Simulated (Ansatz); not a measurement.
The reference is HfO2 in the fluorite structure (space group Fm-3m, No. 225; a = 5.044 Å).

It is then changed as follows: Cl takes the place of O on all its sites; the structure is relaxed again.

Levels (all Ansatz, a quantum-chemistry and plane-wave program, PAW): PBEsol (420 eV, scalar-relativistic without spin-orbit coupling); r2SCAN (500 eV, no spin-orbit coupling).

The geometry is relaxed with PBEsol.

- PBEsol pressure = 0.0 GPa
- PBEsol largest site moment = 0.81 μB
- PBEsol magnetic state = ferromagnetic

With r2SCAN at the same geometry, the pressure goes from zero to 5.8 GPa; the largest site moment grows by 0.205 μB, from 0.81 μB to 1.01 μB; the magnetic state is still ferromagnetic.

The magnetic state is the one reached from the starting moments; the real material's order can differ, and small cells can't hold many antiferromagnetic ones. Single points use the geometry relaxed with PBEsol. Their cutoffs differ, which shifts pressures a little. Stability against distortions was not tested. As relaxed here, HfCl2 is a hypothetical phase, not in the database extracts checked. This is not the structure that HfO2 has at room temperature and ambient pressure.
